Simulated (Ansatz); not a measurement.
A periodic model of amorphous Si24O47Cl2:

```xyz
73
Lattice="9.8706 0.2051 -0.1428 0.2051 10.7881 0.2912 -0.1428 0.2912 10.6006" Properties=species:S:1:pos:R:3 pbc="T T T"
Si     3.2193     8.6213     2.9220
Si     0.5116     7.0983     8.4274
Si     5.0809     9.9568     4.7372
Si     8.8071     3.7043     4.6073
Si     5.8915     3.6834     4.0914
Si     1.7065     0.5914     1.7682
Si     6.7778     1.1572     2.8553
Si     3.2304     0.6604     6.3801
Si     7.7528     6.0724     7.5754
Si     0.7508    10.1737     7.4618
Si     7.3108     6.1329     4.6845
Si     2.6764     4.9486     8.2957
Si     2.9908     3.5493     5.4765
Si     2.3803     3.0534     0.2447
Si     6.3414    10.8959     7.1471
Si     1.2592     3.2167     2.9810
Si     7.6226     3.7875     9.3177
Si     8.6537     1.0956     5.3001
Si     7.6387     7.7555     2.1183
Si     8.4939     6.3819    10.2688
Si     8.8099    10.5041     1.4306
Si     4.8982     7.3578     0.7763
Si     8.1951     0.6270     8.8701
Si     4.8245     4.6984    10.3118
O      2.7619     4.5746     6.7140
O      2.3320    10.5699     7.4845
O      4.5016     8.6503     3.9560
O      9.5691     0.5813     8.0006
O      5.9028    10.8498     3.6627
O      8.2536     6.5581     1.1774
O      7.5639     7.3973     3.7105
O      5.1788     5.7651     0.5953
O      0.6171     8.6342     7.9333
O      2.1163     1.4330     0.4018
O      4.2014     5.0907     8.8531
O      9.8956    10.6403     5.8609
O      9.8621     7.1744     9.8391
O      6.1674     8.0813     1.4942
O      1.7885     1.6621     3.0067
O      3.5841     7.5866     1.7184
O      7.3743     6.7356     9.0612
O      8.5628     9.0792     2.1516
O      7.2724     1.0570     6.1742
O      7.2404     3.3052     4.9053
O      6.0114     2.6276     2.8274
O      8.7478     5.3183     4.8513
O      9.4794     2.5226     5.5377
O      7.9824     2.2114     9.2118
O      4.5358     3.4750     4.9455
O      0.1745     0.0903     1.7196
O      8.6627     4.7333    10.1990
O      2.0478     3.9758     4.2073
O      6.1253     5.2950     3.8659
O      9.5220     3.5627     3.1301
O      7.3494     0.7553     1.3850
O      7.5748     4.4479     7.8046
O      6.8964     6.5159     6.2397
O      3.7489    10.7534     5.2346
O      6.0160     9.6710     6.0746
O      1.5496     3.7966     1.4696
O      1.8875     3.8939     9.3221
O      1.9696     6.4078     8.3366
O      8.7216    10.5105    10.4524
O      2.9098    10.1106     2.3057
O      3.9576     3.3985     0.4985
O      6.1971     3.8882    10.0880
O      2.5875     2.1112     6.1040
O      7.0853    10.6011     8.5653
O      4.6757     0.8004     7.1688
O      8.1483     1.0188     3.7499
O      9.3191     6.4998     7.3311
Cl     1.6005     7.8795     3.9026
Cl     4.3800     8.5504     9.5902
```

All values below come from PBE, scalar-relativistic without spin-orbit coupling (plane waves to 420 eV, PAW; Ansatz, a first-principles code).

The cell was made by melting and quenching with the CHGNet potential and then relaxed with DFT. Anions were pushed apart under 1.9 Å during the dynamics, to hinder bonds among them. The hot cell started wider than the set density and was brought back towards it in steps. It is the lowest in DFT energy of 2 quenches. It is a model cell: composition and starting density were chosen by hand, and all elements were melted together. No dispersion term was used. Its density started from a set value of 2.21 and ended at 2.21 g/cm³. The simulated quench (nominally 320 K/ps over its main leg) is rapid and tends to freeze in more defects than a deposited or slowly cooled glass has. One small periodic cell is one sample of the glass; other quenches scatter about these values. The volume was held where the preparation left it and the shape relaxed, at a PBE pressure of 0.5 GPa.

Bonds are counted up to Si-Si 2.60 Å, Si-O 1.90 Å, Si-Cl 2.56 Å, O-O 1.58 Å, O-Cl 2.02 Å, Cl-Cl 2.45 Å. Two cations that share two anions don't count as bonded, nor two that share one unless they lie closer than Si-Si 2.38 Å.

Give the coordination numbers, mean bond lengths and angles.


```
Item                                                             Result
---------------------------------  ------------------------------------
Mean coordination of Si by anions                      4.00 (24 with 4)
Mean coordination of O                                 2.00 (47 with 2)
Mean coordination of Cl                                 1.00 (2 with 1)
Mean Si-O bond                     1.637 Å (spread 0.016 Å, 94 counted)
Mean Si-Cl bond                     2.034 Å (spread 0.002 Å, 2 counted)
Bond angle at Si                               mean 109.5°, spread 4.9°
Bond angle at O                               mean 135.8°, spread 14.6°
```

List the pairs of like atoms that count as bonded by the rules above.

There are none by these rules.

What Bader charges do the atoms carry, from a run on the zone centre alone?

Means (range): Si +3.27 e (+3.20 to +3.30), O -1.64 e (-1.65 to -1.62), Cl -0.74 e (-0.75 to -0.74).
```tsv
atom	charge (e)
Si1	+3.20
Si2	+3.29
Si3	+3.28
Si4	+3.26
Si5	+3.28
Si6	+3.29
Si7	+3.28
Si8	+3.29
Si9	+3.26
Si10	+3.29
Si11	+3.26
Si12	+3.28
Si13	+3.30
Si14	+3.27
Si15	+3.27
Si16	+3.27
Si17	+3.28
Si18	+3.27
Si19	+3.29
Si20	+3.26
Si21	+3.30
Si22	+3.21
Si23	+3.28
Si24	+3.29
O25	-1.64
O26	-1.64
O27	-1.63
O28	-1.64
O29	-1.65
O30	-1.64
O31	-1.63
O32	-1.65
O33	-1.65
O34	-1.63
O35	-1.64
O36	-1.63
O37	-1.63
O38	-1.64
O39	-1.64
O40	-1.63
O41	-1.64
O42	-1.64
O43	-1.65
O44	-1.65
O45	-1.63
O46	-1.63
O47	-1.63
O48	-1.64
O49	-1.65
O50	-1.65
O51	-1.63
O52	-1.64
O53	-1.63
O54	-1.63
O55	-1.63
O56	-1.64
O57	-1.62
O58	-1.65
O59	-1.64
O60	-1.63
O61	-1.64
O62	-1.64
O63	-1.64
O64	-1.64
O65	-1.64
O66	-1.65
O67	-1.64
O68	-1.63
O69	-1.64
O70	-1.64
O71	-1.64
Cl72	-0.74
Cl73	-0.75
```
